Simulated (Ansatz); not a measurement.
## Effect of uniaxial strain ε_xx = −0.67 % on Ru

Take Ru in the hcp (Mg type) structure (space group P6_3/mmc, No. 194; a = 2.6919 Å, c = 4.2457 Å) as the base. Axes: x lies along a and z along c of the hexagonal cell.

It is then changed as follows: uniaxial strain ε_xx = −0.67 %, all other strain components held at zero, atoms relaxed at fixed cell.

Level of theory: PBEsol, PAW, 420 eV (Ansatz, a quantum-chemistry and plane-wave program; spin-orbit coupling left out). k-mesh 20×20×11 (Γ-centred); smearing 0.05 eV (Fermi–Dirac).

```json
[
 {"quantity": "volume per atom", "base": "13.32 Å³", "changed": "13.23 Å³", "shift": "-0.09 Å³"},
 {"quantity": "shortest interatomic distance", "base": "2.631 Å", "changed": "2.627 Å", "shift": "-0.004 Å"},
 {"quantity": "energy relative to the base (free energy F)", "base": "0 meV/atom", "changed": "+1.2 meV/atom", "shift": "+1.2 meV/atom"},
 {"quantity": "pressure (mean of the normal stresses, compression positive)", "base": "0.0 GPa", "changed": "2.3 GPa", "shift": "+2.3 GPa"},
 {"quantity": "band gap", "base": "zero", "changed": "zero", "shift": "–"},
 {"quantity": "stress (xx, yy, zz, yz, xz, xy; compression positive) (rough)", "base": "–", "changed": "(4.4, 1.4, 1.3, 0.0, 0.0, 0.0) GPa", "shift": "–"}
]
```

Cost of the whole job for the changed cell (relaxation, final SCF and bands): roughly 50 core-seconds.

Without a gap, meshes like the base's 20×20×11 leave anisotropic stresses uncertain by several tenths of a GPa, and small strain energies with them. No phonon test of stability was made. All final runs are without spin polarisation.
